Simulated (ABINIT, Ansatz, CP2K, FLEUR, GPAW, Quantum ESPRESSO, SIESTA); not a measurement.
CuTe (Pmmn, 4 atoms in the cell) computed with different codes at matched settings

Self-consistent single point, at a second geometry (lattice scaled by 0.98). First geometry:

```
CELL_PARAMETERS angstrom
      3.19743     0.00000     0.00000
      0.00000     3.94576     0.00000
      0.00000     0.00000     7.21942
ATOMIC_POSITIONS crystal
  Cu 0.00000 0.50000 0.46459
  Cu 0.50000 0.00000 0.53541
  Te 0.00000 0.00000 0.23823
  Te 0.50000 0.50000 0.76177
```

Shared settings, as Ansatz (an electronic-structure program) writes them: kpoints.mp_grid.grid = 7 6 3; scf.occupations.method = gaussian; scf.occupations.width = 0.136 eV. Potentials and cutoffs stand in the table.

```csv
code,model,ΔF from the first geometry (meV/atom),pressure (GPa),largest force (eV/Å),cutoff
Quantum ESPRESSO,"LDA (PZ), PSlibrary ultrasoft (LDA) pseudopotentials",9.4,3.73,0.751,55 Ry
Ansatz,"LDA (PW92), PAW files made with PBE",4.6,3.18,0.643,default
FLEUR,"LDA (Vosko-Wilk-Nusair), all-electron FLAPW (FLEUR), scalar-relativistic valence",–,–,0.621,Kmax 3.5 1/bohr
SIESTA,"LDA PW92, numerical atomic orbitals DZP, PseudoDojo LDA standard norm-conserving potentials (rewritten from UPF to PSML)",18.9,5.12,1.361,grid 350 Ry
CP2K,"LDA (Pade form), GPW, DZVP-MOLOPT-SR-GTH basis, GTH-PADE potentials (GTH_POTENTIALS)",25.7,6.03,1.008,grid 600 Ry
ABINIT,"LDA (PW92), PAW (JTH v2.0 LDA PAW)",10.7,3.95,0.819,60 Ry
GPAW,"LDA (Perdew-Wang 92), GPAW PAW datasets LDA (gpaw-data 1.0.1)",3.8,2.94,0.635,850 eV
```

Size of the force on each atom (eV/Å): Sizes of forces hide their directions.

```
code                Cu1    Cu2    Te3    Te4
----------------  -----  -----  -----  -----
Quantum ESPRESSO  0.027  0.027  0.751  0.751
Ansatz            0.028  0.028  0.643  0.643
FLEUR             0.052  0.052  0.621  0.621
SIESTA            0.099  0.099  1.361  1.361
CP2K              0.030  0.030  1.008  1.008
ABINIT            0.042  0.042  0.819  0.819
GPAW              0.004  0.004  0.635  0.635
```

A dash marks a value that a program does not give, or that is left out as unsure.

No clean gap comes from Quantum ESPRESSO, Ansatz, SIESTA, CP2K, ABINIT and GPAW: levels at the Fermi energy touch, overlap or are partly filled at this smearing.

On Ansatz's run: spin-orbit coupling is off. Spin polarisation is off.

The spread over the programs that give each value: ΔF from the first geometry within 21.9 meV/atom; pressure within 3.09 GPa; largest force within 0.740 eV/Å.

SIESTA and CP2K use small atom-centred bases, whose incompleteness enters pressures, forces and empty levels differently from a plane-wave cutoff. FLEUR treats all electrons, but the usual bases taken here (sphere radii, linearisation, local orbitals, empty states) were not tested for convergence, so the values are no reference for the others. Ansatz's pressure is given at a fixed set of plane waves, as the other plane-wave codes print theirs; with its correction for the finite basis it is 3.25 GPa. The same LDA comes in different parametrisations, which differ slightly. In the pressure, SIESTA (by 1.67) and CP2K (by 2.57) lie more than 1 GPa from the median of the plane-wave programs. In the force vectors, SIESTA (by 0.664), CP2K (by 0.310) and ABINIT (by 0.121) lie more than 0.08 eV/Å from the median of the plane-wave programs.

The starting cell comes from a database of computed structures (which also holds hypothetical and non-ambient phases and stackings), without a prior relaxation at this level. Its lattice was rescaled by a random factor within 2.5 % of one. For this run, on top of that: lattice scaled by 0.98.

Left out of this page: Elk (not drawn, or without a comparable value).

Keys are those of Ansatz 0.2.
